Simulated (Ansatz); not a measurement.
For GaGeO₃ (model structure, started from the PbTiO3 type, P4mm, No. 99, 5 atoms in the cell), LDA in Ansatz (PAW) gives:

- lattice parameter a = 3.453 Å
- c axis length = 4.688 Å
- cohesive energy = 5.41 eV/atom

### Question
What does r²SCAN+rVV10 (Ansatz, an electronic-structure program, PAW) give for the same quantities?

### Answer

- lattice constant a: 3.483 Å (rises by 0.9 %)
- lattice parameter c: 4.717 Å (goes up by 0.6 %)
- cohesive energy: 4.49 eV/atom (decreases by 0.92 eV/atom)

Changes are worked out from the printed values.

Unless a cell is named, each level is at its own relaxed cell (LDA 11.18, r²SCAN+rVV10 11.44 Å³/atom).

Ansatz's density-functional and Hartree–Fock values are scalar-relativistic unless marked +SOC, with PAW data made under PBE.

A model structure was made by putting elements into a prototype or built by hand; it is no filed structure, need not be a known phase, and can be a saddle point held by its symmetry.
